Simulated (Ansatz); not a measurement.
Cl on the 1x1 (110) surface of bcc W, one in a 2x1 cell, energies for each (14.3 Å²). Energies are against ½ Cl2(g), without zero-point or thermal terms; each row is named by its start.

Computed with PBE (plane waves to 420 eV, PAW; Ansatz, an electronic-structure program).

Slab: 9 atoms, 6.6 Å thick at the start under the adsorbate (thin: gaps and levels are the slab's own); k 6x12x1, smearing 0.1 eV, dipole-corrected; 4 atoms held, the rest relaxed; each run with such symmetry as its start has; no spin, no spin-orbit, no U, no dispersion correction.

A negative adsorption energy means that the adsorbate is more stable on the surface than in its reference. Heights count from the host atoms within 0.3 Å of the top one.

```tsv
starting site	E_ads (eV)	height (Å)	nearest host atom (Å)	bonded to	Δ work function (eV)	lateral drift (Å)
top W	-1.66	2.39	W 2.28	W	0.51	0.0
hollow W-W-W	-2.08	1.89	W 2.47	3 W	-0.63	0.2
bridge W-W (span 2.8 Å)	-1.88	2.13	W 2.45	2 W	-0.24	0.0
bridge W-W (span 3.2 Å)	-1.57	1.98	W 2.55	4 W	-0.27	0.0
```
